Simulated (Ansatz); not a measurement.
## What isotropic strain −3.88 % does to hypothetical Fm-3m WGe2

The reference is WGe2 (space group Fm-3m, No. 225; a = 6.0781 Å; a hypothetical phase, not in the database extracts checked).

One thing is altered: every lattice vector is shortened by 3.88 %, atoms relaxed at fixed cell.

Computed with r2SCAN (Ansatz, a quantum-chemistry and plane-wave program, PAW, no spin-orbit coupling). k-mesh 13×13×13 (Γ-centred); smearing 0.05 eV (Fermi–Dirac).

| quantity | base | changed | shift |
|---|---|---|---|
| volume per atom | 18.71 Å³ | 16.62 Å³ | -2.09 Å³ |
| space group | Fm-3m (No. 225) | Fm-3m (No. 225) | – |
| shortest interatomic distance | 2.632 Å | 2.530 Å | -0.102 Å |
| energy relative to the base (free energy F) | 0 meV/atom | +116 meV/atom | +116 meV/atom |
| pressure | 0.0 GPa | 19.6 GPa | +19.6 GPa |
| band gap | zero | zero | – |

Final structure:

```
CELL_PARAMETERS angstrom
      0.00000     2.92114     2.92114
      2.92114     0.00000     2.92114
      2.92114     2.92114     0.00000
ATOMIC_POSITIONS crystal
  W  0.00000 0.00000 0.00000
  Ge 0.25000 0.25000 0.25000
  Ge 0.75000 0.75000 0.75000
```

No phonon test of stability was made. All final runs are without spin polarisation. WGe2 has a high density of states at the Fermi level and may be magnetic at this level.
